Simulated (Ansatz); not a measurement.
System: Ga₂O₃ (model structure, started from the stibnite type, Pnma, No. 62, 20 atoms in the cell). Method: r²SCAN (Ansatz, a first-principles code, plane waves, PAW).

Run with plane-wave cutoff 560 eV, 4×12×4 k mesh (along the axes of the cell as run), Fermi–Dirac smearing 0.01 eV, scalar-relativistic PAW data made under PBE.

Cell (relaxed at this level):

Ga2O3 has the orthorhombic space group Pnma (No. 62), Pearson symbol oP20. Cell: a = 10.833 Å, b = 2.955 Å, c = 7.364 Å, α = β = γ = 90.00°. Ga1 on 4c is surrounded by 4 O at 1.863–1.960 Å and 2 O at 2.407 Å (octahedral). Ga2 on 4c is surrounded by 2 O at 1.905 Å and 3 O at 2.011–2.031 Å (square pyramidal). O1 on 4c has 3 Ga at 1.895–1.905 Å (trigonal pyramidal). O2 on 4c has 3 Ga at 2.011–2.031 Å and 2 Ga at 2.407 Å (square pyramidal). O3 on 4c has 2 Ga at 1.863 Å and 1 Ga at 1.960 Å (trigonal pyramidal). (Neighbours: up to the widest gap in distance over summed covalent radii, below 1.35, at either atom; cation-cation and far metal-metal contacts left out.)

Problem. Give the computed band gap.

Solution. 
- band gap: 2.23 eV (on the SCF k mesh)

Note: the relaxation could raise the start's symmetry but not lower it, so the cell can be a saddle point.

Spin–orbit coupling is not included.

Static lattice: no zero-point or thermal effects.

A model structure was made by putting elements into a prototype or built by hand; it is no filed structure, need not be a known phase, and can be a saddle point held by its symmetry.
